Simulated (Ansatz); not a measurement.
An Ansatz (an electronic-structure program) run: AlN with a change (tensor shear ε_xz = +0.67 %); plane-wave PAW DFT at the LDA level (Ansatz, 420 eV), without spin-orbit coupling.

Input:

Ansatz 0.2 input:
```yaml
crystal:
  lattice:
    - [3.0887794742, 0, 0.0206948225]
    - [-1.5443897371, 2.6749614913, -0.0103474112]
    - [0.0331198665, 0, 4.9432636499]
  atoms:
    - { symbol: Al, position: [0.3333333333, 0.6666666667, 0.0000044452] }
    - { symbol: Al, position: [0.6666666667, 0.3333333333, 0.5000044452] }
    - { symbol: N, position: [0.3333333333, 0.6666666667, 0.3819955548] }
    - { symbol: N, position: [0.6666666667, 0.3333333333, 0.8819955548] }
basis: { ecutwfc: 420, ecutrho_ratio: 4, xc_grid: 2, fft_grid_basis: typed }
kpoints: { mp_grid: { grid: [12, 12, 7] } }
hamiltonian:
  xc: lda
  dispersion: none
  pseudopotentials: { kind: paw }
scf: { occupations: { method: fermi_dirac, width: 0.05 }, convergence: { dr2_threshold: 0.0000000004 } }
relax: { f_tol: 0.005, max_steps: 50 }
output: { forces: true, stress: true }
checkpoint: { write: state.ck, write_every: 1000 }
```

Output (explanatory and most iteration lines left out):

```
Relaxation: its limit of steps is 50 (relax.max_steps)
Pseudopotential: Al, paw, valence charge 3
Pseudopotential: N, paw, valence charge 5
Crystal: 4 atoms, lattice volume = 40.841 Å³
Basis set: ecut = 420 eV, 785 PW (Γ), exchange–correlation on 48×48×72 points (8 copies of the dense FFT grid, shifted against one another)
Bands: 12, of which v1, the nominal top of the filled ones, is band 8 counted from 1 (7 counted from 0)
Symmetry: 2 space group operations
Space group: Cc (ITA 9), of the structure as read, at distance tolerance 3.4e-5 Å
k-points: 277 of 1008 (time reversal used)
Functional: x = slater, c = lda
SCF iter   1: F=—  HF=-1779.724008 eV  |F-HF|=—  |Δ(HF+E_count)|=         —  Δρ=9.42e-3  dr2=4.12e-2  ethr=1.77e-3  ⟨swp⟩=5.4  Hψ=21698  notcnv=0
SCF iter   2: F=—  HF=-1779.711742 eV  |F-HF|=—  |Δ(HF+E_count)|=   1.23e-2  Δρ=2.54e-3  dr2=1.44e-3  ethr=2.58e-4  ⟨swp⟩=3.0  Hψ=7941  notcnv=0
SCF 1 converged in 6 iterations: F = -1779.711132 eV  dr2 = 5.06e-11
relax step   1: F+E_penalty+E_count = -1779.71113211 eV  Δ(F+E_penalty+E_count) = +0.000e0 eV  max|allowed force component| = 7.391e-2 eV/Å  Δτ_max = 0.0000 Å  (6 SCF iters, accepted)
Crystal: 4 atoms, lattice volume = 40.841 Å³
SCF iter   1: F=—  HF=-1779.711308 eV  |F-HF|=—  |Δ(HF+E_count)|=         —  Δρ=1.54e-4  dr2=9.40e-6  ethr=5.60e-8  ⟨swp⟩=1.0  Hψ=13793  notcnv=0
SCF iter   2: F=—  HF=-1779.711305 eV  |F-HF|=—  |Δ(HF+E_count)|=   3.84e-6  Δρ=4.42e-5  dr2=6.57e-7  ethr=5.60e-8  ⟨swp⟩=2.5  Hψ=5346  notcnv=0
SCF 2 converged in 6 iterations: F = -1779.711304 eV  dr2 = 1.21e-13
relax step   2: F+E_penalty+E_count = -1779.71130386 eV  Δ(F+E_penalty+E_count) = -1.717e-4 eV  max|allowed force component| = 5.279e-2 eV/Å  Δτ_max = 0.0007 Å  (6 SCF iters, accepted)
Crystal: 4 atoms, lattice volume = 40.841 Å³
SCF iter   1: F=—  HF=-1779.711509 eV  |F-HF|=—  |Δ(HF+E_count)|=         —  Δρ=3.83e-4  dr2=5.84e-5  ethr=3.66e-6  ⟨swp⟩=2.7  Hψ=11298  notcnv=0
SCF iter   2: F=—  HF=-1779.711485 eV  |F-HF|=—  |Δ(HF+E_count)|=   2.44e-5  Δρ=1.10e-4  dr2=4.11e-6  ethr=3.65e-7  ⟨swp⟩=2.0  Hψ=7202  notcnv=0
SCF 3 converged in 6 iterations: F = -1779.711483 eV  dr2 = 8.74e-13
relax step   3: F+E_penalty+E_count = -1779.71148282 eV  Δ(F+E_penalty+E_count) = -1.790e-4 eV  max|allowed force component| = 6.563e-4 eV/Å  Δτ_max = 0.0017 Å  (6 SCF iters, accepted)
SCF converged after 6 iterations
Free energy (F): -1779.711483 eV
Internal energy: -1779.711483 eV  (E = F + TS)
E sigma→0 (E₀):  -1779.711483 eV
Fermi energy:    9.352791 eV
--- Forces (eV/Å), atoms counted from 1 ---
  atom   1  Al    -0.00002940     0.00065631     0.00020447
  atom   2  Al    -0.00002940    -0.00065631     0.00020447
  atom   3  N      0.00002915     0.00050118    -0.00020447
  atom   4  N      0.00002915    -0.00050118    -0.00020447
--- Stress (GPa, compression-positive) ---
       -0.032346       0.000000      -1.551190
        0.000000      -0.000632      -0.000000
       -1.551190      -0.000000       0.021512
  P = ⅓ Tr σ = -0.0038 GPa (-0.038 kbar)
--- Relaxed structure (3 steps of the walk, 3 accepted, 0 SCFs on fresh bases) ---
  atoms:
    - { symbol: Al, position: [0.3325566034977678, 0.66664775455268, 1.646948705054469e-5] }
    - { symbol: Al, position: [0.6659088489450876, 0.3333522454473198, 0.5000164694870505] }
    - { symbol: N, position: [0.33412245905154425, 0.6667103705459444, 0.38198353051294937] }
    - { symbol: N, position: [0.6674120885055997, 0.3332896294540554, 0.8819835305129494] }
```

The cells carry an imposed strain or load. Whether these cells are dynamically stable was not tested. The cell was made from AlN in the wurtzite structure (space group P6_3mc, No. 186) by this change: tensor shear ε_xz = +0.67 %.
